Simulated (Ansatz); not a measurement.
Consider the following.

```
CELL_PARAMETERS angstrom
      4.48181     0.00000     0.00000
      0.00000     4.48181     0.00000
      0.00000     0.00000     2.87985
ATOMIC_POSITIONS crystal
  Ti 0.00000 0.00000 0.00000
  Ti 0.50000 0.50000 0.50000
  O  0.30224 0.30224 0.00000
  O  0.80224 0.19776 0.50000
  O  0.19776 0.80224 0.50000
  O  0.69776 0.69776 0.00000
```

No spin polarisation.

The values are results of DFT with r2SCAN, PAW potentials and a 500 eV plane-wave cutoff in Ansatz (a quantum-chemistry and plane-wave program), without spin-orbit coupling, not measurements. k-mesh 7×7×11 (Γ-centred); smearing 0.05 eV (Fermi–Dirac).

**Question.** What is the computed gap character?

**Answer.** Direct at Γ.

**Question.** Predict the band gap.

**Answer.** 2.33 eV.

**Question.** Predict the hole mass.

**Answer.** 2.6 mₑ along c, 1.9 mₑ across (at Γ).

**Question.** What electron mass does the calculation give?

**Answer.** 0.54 mₑ along c, 1.1 mₑ across (at Γ).

The cells carry an imposed strain or load. Effective masses come from finite differences of ±0.01 Å⁻¹. Whether these cells are dynamically stable was not tested. All final runs are without spin polarisation. The cell was made from TiO2 in the rutile structure (space group P4_2/mnm, No. 136) by this change: isotropic strain −2.50 %.
